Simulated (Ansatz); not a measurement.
AlN (P6_3mc), PBE with spin-orbit coupling, rigid bands (Ansatz, an electronic-structure program): Condition of this run: uniaxial stress along c of 9 GPa (compression positive) (the target of the relaxation). band gap 4.08 eV, N_c = 4.42e18 cm⁻³ and N_v = 4.10e19 cm⁻³ at 300 K, conductivity masses along z (a = (3.14, 0.00, 0.00) Å; b = (-1.57, 2.72, 0.00) Å; c = (0.00, 0.00, 4.82) Å) of 0.325 mₑ (electrons) and 0.342 mₑ (holes). Take k_BT = 0.02585 eV.

Task: Find the intrinsic carrier density and the intrinsic Fermi level.

Result: n_i = √(N_c N_v) exp(−E_g/2k_BT) = 1.35e19 × exp(−78.91) = 7.2e-16 cm⁻³. The level lies (k_BT/2) ln(N_v/N_c) = 29 meV from mid-gap (positive towards the conduction band). Each 0.1 eV added to the gap lowers n_i by a factor of 6.9.

Task: A film of it is 5 nm thick, with its normal along the direction named. Estimate the confinement energies in an infinite well.

Result: ħ²π²/(2m t²) = 0.376 eV·nm²/(m/mₑ × t²) gives 46.3 meV for electrons and 44.0 meV for holes, so the gap would widen to about 4.17 eV. Finite barriers and nonparabolic bands lower this, and with several valleys or bands the heaviest mass along the normal sets the lowest level, not this average.

Task: What thermal injection velocity √(2k_BT/πm) limits a ballistic channel along the direction named?

Result: 9.44e6 cm/s for electrons and 9.20e6 cm/s for holes, a ratio of √(m_h/m_e) = 1.03, for dilute carriers.

Rigid, parabolic bands with the computed gap; masses take one relaxation time for all states. Geometry: cell and atoms relaxed with PBEsol.
